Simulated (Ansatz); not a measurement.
**A computed series for CdSe: response to strain**

Base system: CdSe in the zinc blende structure (space group F-43m, No. 216; a = 6.0816 Å). Axes: x, y, z lie along the cube axes.

Strains are applied to the cell and any free atomic positions relax.

Method: plane-wave PAW DFT at the PBEsol level (Ansatz, a program for electronic structure, 420 eV), scalar-relativistic without spin-orbit coupling.

Notes on the quantities. energy relative to the base: free energy F; pressure: mean of the normal stresses, compression positive.

| change | energy relative to the base | shortest interatomic distance | band gap | largest internal atomic displacement | pressure |
|---|---|---|---|---|---|
| base | 0 meV/atom | 2.633 Å | 0.48 eV | – | 0.00 GPa |
| tensor shear ε_xy = +1.71 % | +2.3 meV/atom | 2.629 Å | 0.40 eV | 0.022 Å | -0.01 GPa |
| tensor shear ε_xy = +1.14 % | ? | 2.631 Å | 0.43 eV | 0.015 Å | 0.00 GPa |
| tensor shear ε_xy = +2.00 % | +3.2 meV/atom | 2.629 Å | 0.38 eV | 0.026 Å | -0.01 GPa |
| tensor shear ε_xy = +0.86 % | ? | 2.631 Å | ? | 0.011 Å | 0.00 GPa |
| tensor shear ε_xy = +1.43 % | ? | 2.630 Å | 0.41 eV | 0.018 Å | -0.01 GPa |

**Question.** Complete the table.

**Answer.** 
- tensor shear ε_xy = +1.14 %, energy relative to the base: +1.0 meV/atom
- tensor shear ε_xy = +0.86 %, energy relative to the base: +0.6 meV/atom
- tensor shear ε_xy = +0.86 %, band gap: 0.44 eV
- tensor shear ε_xy = +1.43 %, energy relative to the base: +1.6 meV/atom

Stability against distortions was not tested.
